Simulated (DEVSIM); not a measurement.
Structure: Si n-i-p diode, at 400 K.

```csv
layer (left to right),material,thickness (μm),Nd (cm⁻³),Na (cm⁻³),τn (s),τp (s)
1,Si,0.280,3.4e17,-,4.6e-7,4.6e-7
2,Si,1.70,-,1.8e13,4.6e-7,4.6e-7
3,Si,1.10,-,1.2e19,1.4e-6,4.6e-7
```

Left contact: ohmic. Right contact: ohmic. Voltage is applied to the left contact. Recombination: SRH at mid-gap, Auger. Mobility is μmin + (μ − μmin)/(1 + (N/Nref)^α).

Constants are typed, rounded textbook-type inputs, not results; the design itself was drawn at random and stands for no fabricated device. Values at 300 K; Nc and Nv go as T^1.5, mobilities as T to minus their exponent, the gap by Varshni's rule with the affinity fixed.

```tsv
parameter	Si
gap (eV)	1.124
affinity (eV)	4.05
permittivity	11.7
Nc (cm⁻³)	2.86e19
Nv (cm⁻³)	3.1e19
μn (cm²/Vs)	1417
μp (cm²/Vs)	470
μn,min	52
μp,min	45
Nref,n	9.7e16
Nref,p	2.2e17
αn	0.68
αp	0.72
T exponent of μn	2.3
T exponent of μp	2.2
Cn (cm⁶/s)	2.8e-31
Cp (cm⁶/s)	9.9e-32
Varshni α (eV/K)	0.000473
Varshni β (K)	636
```

DEVSIM, 1D drift-diffusion, Boltzmann statistics, complete ionisation; no tunnelling, impact ionisation, image-force lowering or self-heating.

### Question
Tabulate band edges, carrier densities and field at zero bias.

### Answer
Energies count from the Fermi level of the right contact; mesh points crowd at the junctions.

| x (μm) | Ec (eV) | Ev (eV) | n (cm⁻³) | p (cm⁻³) | field (V/cm) |
|---|---|---|---|---|---|
| 0.000 | 0.168 | -0.929 | 3.4e17 | 9.5e7 | ≈ 0 |
| 0.02616 | 0.168 | -0.929 | 3.4e17 | 9.5e7 | ≈ 0 |
| 0.07934 | 0.168 | -0.929 | 3.4e17 | 9.5e7 | ≈ 0 |
| 0.1662 | 0.168 | -0.929 | 3.4e17 | 9.5e7 | ≈ 0 |
| 0.2496 | 0.169 | -0.928 | 3.3e17 | 9.7e7 | 1200 |
| 0.2788 | 0.198 | -0.898 | 1.4e17 | 2.3e8 | 33000 |
| 0.3038 | 0.259 | -0.838 | 2.4e16 | 1.3e9 | 16000 |
| 0.3913 | 0.338 | -0.758 | 2.4e15 | 1.3e10 | 5700 |
| 0.5558 | 0.405 | -0.691 | 3.5e14 | 9.3e10 | 3200 |
| 0.8936 | 0.497 | -0.600 | 2.4e13 | 1.3e12 | 2500 |
| 1.461 | 0.633 | -0.463 | 4.7e11 | 6.9e13 | 2400 |
| 1.811 | 0.736 | -0.360 | 2.3e10 | 1.4e15 | 4400 |
| 1.913 | 0.801 | -0.295 | 3.5e9 | 9.2e15 | 10000 |
| 1.963 | 0.890 | -0.207 | 2.7e8 | 1.2e17 | 36000 |
| 1.997 | 1.049 | -0.048 | 2700000 | 1.2e19 | ≈ 0 |
| 2.042 | 1.049 | -0.048 | 2700000 | 1.2e19 | ≈ 0 |
| 2.146 | 1.049 | -0.048 | 2700000 | 1.2e19 | ≈ 0 |
| 2.356 | 1.049 | -0.048 | 2700000 | 1.2e19 | ≈ 0 |
| 2.797 | 1.049 | -0.048 | 2700000 | 1.2e19 | ≈ 0 |
| 2.964 | 1.049 | -0.048 | 2700000 | 1.2e19 | ≈ 0 |
| 3.038 | 1.049 | -0.048 | 2700000 | 1.2e19 | ≈ 0 |
| 3.080 | 1.049 | -0.048 | 2700000 | 1.2e19 | ≈ 0 |
